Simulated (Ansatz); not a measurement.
# MoSi2, response to strain

The reference is MoSi₂ (space group I4/mmm, No. 139; relaxed with 0.1 eV smearing).

```xyz
3
Lattice="-1.5950 1.5950 3.9110 1.5950 -1.5950 3.9110 1.5950 1.5950 -3.9110" Properties=species:S:1:pos:R:3 pbc="T T T"
Si     0.0000     0.0000     5.2012
Si     0.0000     0.0000     2.6208
Mo     0.0000     0.0000     0.0000
```

Cartesian axes are those of the cell as printed.

Strains are applied to the cell and any free atomic positions relax.

Calculations: DFT with PBEsol, PAW potentials and a 420 eV plane-wave cutoff in Ansatz (a quantum-chemistry and plane-wave program), no SOC.

Notes on the quantities. pressure: mean of the normal stresses, compression positive; energy relative to the base: free energy F.

```json
[
 {"change": "base", "pressure": "0.0 GPa", "energy relative to the base": "0 meV/atom", "volume per atom": "13.27 Å³"},
 {"change": "uniaxial strain ε_xx = −3.00 %", "pressure": "6.9 GPa", "energy relative to the base": "+16 meV/atom", "volume per atom": "12.87 Å³"},
 {"change": "uniaxial strain ε_xx = −2.50 %", "pressure": "5.7 GPa", "energy relative to the base": "+11 meV/atom", "volume per atom": "12.94 Å³"},
 {"change": "uniaxial strain ε_xx = −2.00 %", "pressure": "4.5 GPa", "energy relative to the base": "+7.1 meV/atom", "volume per atom": "13.00 Å³"},
 {"change": "uniaxial strain ε_xx = −1.00 %", "pressure": "2.2 GPa", "energy relative to the base": "+1.7 meV/atom", "volume per atom": "13.13 Å³"},
 {"change": "uniaxial strain ε_xx = +0.50 %", "pressure": "-1.0 GPa", "energy relative to the base": "+0.4 meV/atom", "volume per atom": "13.33 Å³"},
 {"change": "uniaxial strain ε_xx = +1.00 %", "pressure": "-2.0 GPa", "energy relative to the base": "+1.7 meV/atom", "volume per atom": "13.40 Å³"},
 {"change": "uniaxial strain ε_xx = +1.50 %", "pressure": "-3.0 GPa", "energy relative to the base": "+3.7 meV/atom", "volume per atom": "13.47 Å³"},
 {"change": "uniaxial strain ε_xx = +2.00 %", "pressure": "-4.0 GPa", "energy relative to the base": "+6.6 meV/atom", "volume per atom": "13.53 Å³"},
 {"change": "uniaxial strain ε_xx = +2.50 %", "pressure": "-4.9 GPa", "energy relative to the base": "+10 meV/atom", "volume per atom": "13.60 Å³"}
]
```

Stability against distortions was not tested. All final runs are without spin polarisation.
